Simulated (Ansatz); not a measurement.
Bond-angle distributions (per cent of the angles at each element, bins of 10°) of a relaxed model of amorphous Si24O49Ag2 at 2.47 g/cm³. Computed with PBE, scalar-relativistic without spin-orbit coupling (plane waves to 420 eV, PAW; Ansatz, a quantum-chemistry and plane-wave program).

Preparation: random packing, a CHGNet melt and quench, and a DFT relaxation. O atoms were pushed apart under 1.9 Å during the dynamics, to hinder bonds among them. The hot cell started wider than the set density and was brought back towards it in steps. It is the lowest in DFT energy of 2 quenches. It is a model cell: composition and starting density were chosen by hand, and all elements were melted together. No dispersion term was used. Its density started from a set value of 2.45 and ended at 2.47 g/cm³. Cooling (nominally 400 K/ps over its main leg) ran many orders faster than in experiment, which tends to leave more defects and strain. Values belong to this one cell and scatter from quench to quench. Volume and shape were free in the relaxation.

Cut-offs for bonds: Si-Si 2.60 Å, Si-O 1.90 Å, Si-Ag 2.82 Å, O-O 1.58 Å, O-Ag 2.53 Å, Ag-Ag 3.19 Å. Two cations that share two anions don't count as bonded, nor two that share one unless they lie closer than Si-Si 2.38 Å, Si-Ag 2.74 Å, Ag-Ag 3.10 Å.

| angle (°) | at Si | at O |
|---|---|---|
| 50-60 | 0 | 0 |
| 60-70 | 0 | 0 |
| 70-80 | 0 | 2 |
| 80-90 | 0 | 0 |
| 90-100 | 1 | 0 |
| 100-110 | 53 | 0 |
| 110-120 | 44 | 2 |
| 120-130 | 1 | 27 |
| 130-140 | 0 | 27 |
| 140-150 | 0 | 20 |
| 150-160 | 0 | 16 |
| 160-170 | 0 | 4 |
| 170-180 | 0 | 2 |

They go with these counts of neighbours within the cut-offs, cation contacts included: Si mean 4.0, most often 4; O mean 2.0, most often 2.
